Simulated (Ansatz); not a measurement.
MgO, response to strain

The reference is MgO in the rock salt structure (space group Fm-3m, No. 225; a = 4.204 Å). Axes: x, y, z lie along the cube axes.

Strains are applied to the cell and any free atomic positions relax; under biaxial strain the out-of-plane vector relaxes too.

Method: Ansatz (an electronic-structure program), r2SCAN, PAW, cutoff 500 eV, no spin-orbit coupling.

Candidates:
(a) biaxial strain +1.67 %, plane normal [111], relaxed out of plane
(b) biaxial strain +0.42 %, plane normal [111], relaxed out of plane
(c) biaxial strain +2.08 %, plane normal [111], relaxed out of plane

Before the change:

* **Band gap**: 5.68 eV

Question: Order them by band gap, lowest first.

Answer: (c) biaxial strain +2.08 %, plane normal [111], relaxed out of plane (5.20 eV), (a) biaxial strain +1.67 %, plane normal [111], relaxed out of plane (5.29 eV), (b) biaxial strain +0.42 %, plane normal [111], relaxed out of plane (5.58 eV)

Whether these cells are dynamically stable was not tested.
